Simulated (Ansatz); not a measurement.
Take ZnSe in the zinc blende structure (space group F-43m, No. 216; a = 5.633 Å) as the base. Axes: x, y, z lie along the cube axes.

Level of theory: PBEsol/PAW in Ansatz (a first-principles code), without spin-orbit coupling.

Strains are applied to the cell and any free atomic positions relax; under biaxial strain the out-of-plane vector relaxes too.

One change was made to it. Results:

| quantity | base | after |
|---|---|---|
| energy relative to the base (free energy F) | 0 meV/atom | +4.2 meV/atom |
| valley order (the lowest conduction-band minima on the path, energy above the VBM, named in the base's zone) | Γ 1.24 eV; L along ⟨111⟩ 2.48 eV | Γ 1.07 eV; L along [1-1-1] 2.33 eV |
| pressure (mean of the normal stresses, compression positive) | 0.00 GPa | -0.98 GPa |

**Question.** Name the change that was made.
A) biaxial strain +2.00 %, plane normal [001], relaxed out of plane
B) biaxial strain +1.50 %, plane normal [001], relaxed out of plane
C) biaxial strain −1.50 %, plane normal [001], relaxed out of plane
D) biaxial strain −2.50 %, plane normal [001], relaxed out of plane
E) biaxial strain −2.00 %, plane normal [001], relaxed out of plane

**Answer.** A, biaxial strain +2.00 %, plane normal [001], relaxed out of plane. For comparison, the valley order in the other runs: biaxial strain −1.50 %, plane normal [001], relaxed out of plane gives Γ 1.24 eV; L along [111] 2.44 eV; X along [010] 2.68 eV; biaxial strain −2.50 %, plane normal [001], relaxed out of plane gives Γ 1.24 eV; L along [111] 2.40 eV; X along [010] 2.60 eV; biaxial strain +1.50 %, plane normal [001], relaxed out of plane gives Γ 1.11 eV; L along [1-1-1] 2.37 eV; biaxial strain −2.00 %, plane normal [001], relaxed out of plane gives Γ 1.24 eV; L along [111] 2.42 eV; X along [010] 2.64 eV.

The levels and masses belong to the bands next to the band gap. Stability against distortions was not tested.
